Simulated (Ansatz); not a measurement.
Hops of point defects in monoclinic HfO2, each between lowest sites run for its defect: PBE bands (Ansatz, a program for electronic structure, plane waves to 420 eV, PAW, climbing-image NEB) beside r2SCAN single points (500 eV) at the PBE geometries. Static nuclei, no finite-size correction. The rows are a random draw from the bands that converged and passed our checks of state and shape. Saddle orders were checked for a part of the study's bands only and are not shown. Vacancies start on their lattice site; split forms were not set up. Charge states are imposed. Spin-orbit coupling is left out.

```tsv
Row	Defect	Route	Hop (Å)	Cell and PBE mesh	r2SCAN k-points	PBE barrier x (eV)	r2SCAN barrier y (eV)
1	interstitial Na, charge +1	Na moves farthest	1.32	96 sites, Γ	same mesh	0.10	0.12
2	Hf vacancy, charge -4	a nearby Hf jumps into the vacancy	2.97	96 sites, Γ	same mesh	2.15	2.27
3	O vacancy, charge +2	a nearby O jumps into the vacancy	2.61	96 sites, Γ	same mesh	1.33	1.45
4	interstitial Zn, charge +2	Zn moves farthest	3.44	96 sites, Γ	same mesh	2.12	2.08
5	interstitial Na, charge +1	Na moves farthest	3.45	96 sites, Γ	same mesh	2.75	2.73
6	interstitial Y, charge +3	Y moves farthest	3.48	96 sites, Γ	same mesh	4.14	4.27
7	interstitial Lu, charge +3	Lu moves farthest	3.46	96 sites, Γ	same mesh	4.09	?
```

**Question.** Fit a straight line y = a x + b to rows 1 to 6, predict row 7, and compare with the computed value.

**Answer.** Means: x̄ = 2.098, ȳ = 2.153 eV. Sums: Sxx = 9.180, Sxy = 9.305 eV². So a = Sxy/Sxx = 1.014 and b = ȳ − a x̄ = 0.026 eV, with a scatter of 0.08 eV about the line. Row 7: 1.014 × 4.09 + 0.026 ≈ 4.17 eV. The computed r2SCAN value is 4.20 eV, +0.03 eV from the line, within the scatter. The line only summarises these rows of one host.
